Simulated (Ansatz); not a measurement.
# Si, response to strain

The parent structure is Si in the diamond structure (space group Fd-3m, No. 227; a = 5.402 Å). Axes: x, y, z lie along the cube axes.

Strains are applied to the cell and any free atomic positions relax.

Level of theory: LDA, PAW, 420 eV (Ansatz, an electronic-structure program; without spin-orbit coupling).

```json
[
 {"case": "base", "band gap": "0.45 eV", "gap character": "–", "volume per atom": "19.71 Å³"},
 {"case": "tensor shear ε_xy = +2.00 %", "band gap": "0.08 eV", "gap character": "indirect, Γ → X", "volume per atom": "19.70 Å³"},
 {"case": "tensor shear ε_xy = +1.71 %", "band gap": "[?]", "gap character": "indirect, Γ → X", "volume per atom": "19.70 Å³"},
 {"case": "tensor shear ε_xy = +0.86 %", "band gap": "[?]", "gap character": "indirect, Γ → k = (0.455, 0.455, 0) in the run's primitive reciprocal basis", "volume per atom": "19.70 Å³"},
 {"case": "tensor shear ε_xy = +1.14 %", "band gap": "[?]", "gap character": "indirect, Γ → k = (0.455, 0.455, 0) in the run's primitive reciprocal basis", "volume per atom": "19.70 Å³"},
 {"case": "tensor shear ε_xy = +1.43 %", "band gap": "[?]", "gap character": "indirect, Γ → X", "volume per atom": "19.70 Å³"},
 {"case": "tensor shear ε_xy = +0.57 %", "band gap": "0.39 eV", "gap character": "indirect, Γ → k = (0.455, 0.455, 0) in the run's primitive reciprocal basis", "volume per atom": "19.71 Å³"},
 {"case": "tensor shear ε_xy = +0.29 %", "band gap": "0.42 eV", "gap character": "indirect, Γ → Γ–X (80 % along)", "volume per atom": "19.71 Å³"}
]
```

Problem. Complete the table.

Solution. 
- tensor shear ε_xy = +1.71 %, band gap: 0.15 eV
- tensor shear ε_xy = +0.86 %, band gap: 0.34 eV
- tensor shear ε_xy = +1.14 %, band gap: 0.28 eV
- tensor shear ε_xy = +1.43 %, band gap: 0.22 eV

Stability against distortions was not tested. The zero or small gap of Si under tensor shear ε_xy = +2.00 %, Si under tensor shear ε_xy = +1.71 %, Si under tensor shear ε_xy = +1.14 % and Si under tensor shear ε_xy = +1.43 % can change with the level of theory. Labels are those of the standard path for the cell's own space group.
